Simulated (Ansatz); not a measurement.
Seebeck coefficient (μV/K, mean over directions) of p-type BAs (F-43m) against carrier density, Ansatz (a quantum-chemistry and plane-wave program) with PBE with spin-orbit coupling, rigid bands. Computed gap 1.12 eV; densities at which minority carriers matter at this gap, or further valleys turn the trend, are left out. Conductivity mass 0.35 mₑ (harmonic mean over directions), N_v = 1.2e19 cm⁻³ at 300 K.

```tsv
hole density	300 K	500 K	800 K
1e18 cm⁻³	437	523	603
3e18 cm⁻³	344	429	509
1e19 cm⁻³	(withheld)	329	406
3e19 cm⁻³	170	242	315
1e20 cm⁻³	105	(withheld)	222
3e20 cm⁻³	64	102	(withheld)
1e21 cm⁻³	33	54	84
```

What belongs in the gaps?


- 1e19 cm⁻³, 300 K: 247
- 1e20 cm⁻³, 500 K: 160
- 3e20 cm⁻³, 800 K: 148

Rigid bands with a gap fixed in temperature, one relaxation time for all states, no polarons or phonon drag, and whether or not such doping can be reached. Geometry: cell and atoms relaxed with PBEsol.
